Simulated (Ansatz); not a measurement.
# Carrier properties of GaN (R3m)

Consider the following.

```
GaN
1.0
   -0.09172     2.25472     2.25472
    2.25472    -0.09172     2.25472
    2.25472     2.25472    -0.09172
Ga N
1 1
Direct
  0.99742   0.99742   0.99742
  0.25258   0.25258   0.25258
```

The numbers are results of r2SCAN with spin-orbit coupling, rigid bands (plane waves, PAW; Ansatz, a quantum-chemistry and plane-wave program), not measurements. Condition of this run: biaxial stress in (111) of -16 GPa (compression positive) (the target of the relaxation). Geometry: cell and atoms relaxed with PBEsol, then loaded as said.

```yaml
band_gap: 1.44 eV
electron conductivity mass (300 K, dilute): 0.148 mₑ
hole conductivity mass (300 K, dilute): 0.58 mₑ
effective density of states N_c (300 K): 1.4e18 cm⁻³
effective density of states N_v (300 K): 2.2e19 cm⁻³
density_of_states_mass_electrons: 0.144 mₑ
density_of_states_mass_holes: 0.90 mₑ
Seebeck coefficient, n-type 1e19 cm⁻³, 300 K: -89 μV/K
best n-type power factor at 300 K for τ = 10 fs (best axis; densities from 1e16 to 1e21 cm⁻³ tried, whether or not they can be reached): 1.46 μW/(cm·K²) at 3e18 cm⁻³
Seebeck coefficient, p-type 1e19 cm⁻³, 300 K: 298 μV/K
```

Rigid bands; masses and Seebeck coefficients take one relaxation time τ for all states and one kind of carrier; polarons and phonon drag are left out. Geometry: cell and atoms relaxed with PBEsol.
